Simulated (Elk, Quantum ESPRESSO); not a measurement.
## Equation of state of rock-salt CaSe (space group 225): energy against volume (Elk, PBE)

```yaml
crystal:
  lattice:
    - [0.00000, 2.90737, 2.90737]
    - [2.90737, 0.00000, 2.90737]
    - [2.90737, 2.90737, 0.00000]
  atoms:
    - { symbol: Ca, position: [0.00000, 0.00000, 0.00000] }
    - { symbol: Se, position: [0.50000, 0.50000, 0.50000] }
```

Computed with PBE, all-electron FP-LAPW, Elk's shipped species files, APW+lo basis with extra local orbitals in Elk. Settings: xctype = 20; rgkmax = 8.55; swidth = 0.000367493 Ha; ngridk = 10 10 10; tforce = true; gmaxvr = 18 1/bohr; lmaxapw = 10; lmaxo = 8; nxlo = 2; lorbcnd = true; lradstp = 2; nrmtscf = 2; lmaxi = 4; maxscl = 100; sphere radii = {Ca: 2.4, Se: 2.4} bohr. The cell above is the first row's. The rows scale it uniformly. In all rows fractional positions and the k mesh are held. E is the free energy at the stated smearing, counted from the lowest row.

```
V (Å^3/atom)  E (meV/atom)
------------  ------------
24.5754              25.29
25.1096              13.25
25.6439               5.27
26.1781               1.02
26.7124               0.00
27.2466               2.00
27.7809               6.51
28.3151              13.37
28.8494                  ?
```

Problem. Using the third-order Birch-Murnaghan form, a cubic in V^(-2/3), estimate the missing E at V = 28.8494 from the other rows, showing the fit.

Solution. With u = V^(-2/3) - 0.113, the rows have u = 0.005304, 0.003620, 0.001995, 0.000425, -0.001093, -0.002560, -0.003981, -0.005356. Least squares gives E = 0.432 + 1092.9·u + 666626·u² + 2127773·u³. Residuals (row less fit): -0.010, 0.025, -0.012, 0.003, -0.031, 0.033, -0.002, -0.005; standard error 0.027 (degrees of freedom: 4). Its minimum lies at u = -0.000823, so V0 = (0.112177)^(-3/2) = 26.62. There d²E/du² = 1323000 and d³E/du³ = 1.277e7, so B0 = (4/9) × 26.62^(-7/3) × 1323000 × 0.160218 = 44.5 GPa (the last factor turns the table's units into GPa), and B0' = 4 + (2/3) × 0.112177 × (1.277e7)/1323000 = 4.7. At the withheld row, u = -0.006690, so E = 0.432 + 1092.9 × (-0.006690) + 666626 × (-0.006690)² + 2127773 × (-0.006690)³ = 22.319 meV/atom. The calculation gives 22.08 meV/atom, 0.239 meV/atom below the prediction (0.9 % of the range of E in the table). The row lies outside the fitted rows, so this is an extrapolation. From the scatter of the fitted rows alone, a prediction at this place has a standard error of 0.066 meV/atom, so the miss is 3.6 times that.

Carrying the step between the two nearest rows on in a straight line would have given 20.23, off by 1.85; series whose last step already gives the withheld value aren't shown. The scan was laid around a cell of about the measured size, scaled by a guess for this functional. The runs keep the symmetry of the cell, so they don't test it for distortions. A plane-wave scan with the same functional (Quantum ESPRESSO, GBRV) gives V0 = 26.44 Å^3/atom and B0 = 47.9 GPa; a Birch-Murnaghan fit to all rows here lies 0.6 % from it in V0 and -7 % in B0; the two differ in basis, and may differ in potentials and mesh. Values depend on the basis (sphere radii, cutoffs, local orbitals), which need not be converged. Sphere radii are the same in all rows. Cutoffs and mesh are single choices, not tested for convergence of this quantity. Series with a scatter that would blur these digits, or in which a gap closes, are not shown. Nor are scans whose minimum lies at an end fitted in this form.

Terms beyond the fitted order, or numerical noise in single rows, can give a miss of this size; the table doesn't tell which.
